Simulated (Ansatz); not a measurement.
**Ga on the Ge site + 1 H (germanium host)**

All values below come from PBE, PAW (plane waves to 420 eV; Ansatz, a first-principles code). Details: 64-site cell; 2×2×2 shifted k-points; start: the Ge site; H at the bond centre; the functional closes the host's gap; not converged in cell size.

Neighbours after relaxation, in Å: of the Ga atom: H 1.74, Ge 2.44, Ge 2.44, Ge 2.44, Ge 3.34; of the H atom: Ge 1.60, Ga 1.74.

Formation energies E_f are those of the neutral cell. Chemical conditions: host crystal and elements as references (Δμ(Ge) = 0.00 eV, Δμ(H) = 0.00 eV, Δμ(Ga) = 0.00 eV; H taken from its element, since no compound that bounds it was computed at this level; Ga taken from its element, since no compound that bounds it was computed at this level; only phases computed here count, gases as isolated molecules at 0 K). Reference phases: Ga: alpha gallium, Ge: germanium, H: H2 molecule in a box.

The name describes the start; the neighbours show where the atoms ended.

| charge | moment (μB) | point group | largest move off a lattice site (Å) | E_f, host crystal and elements as references (eV) |
|---|---|---|---|---|
| 0 | not spin-polarised | near C3v | 0.45 | 0.67 |

Point groups are those of the whole cell at tolerances of 0.03 and 0.1 Å ("near" where only the looser one holds); none is given for unsettled states.

No other site or start that was run ended lower by more than 0.1 eV.
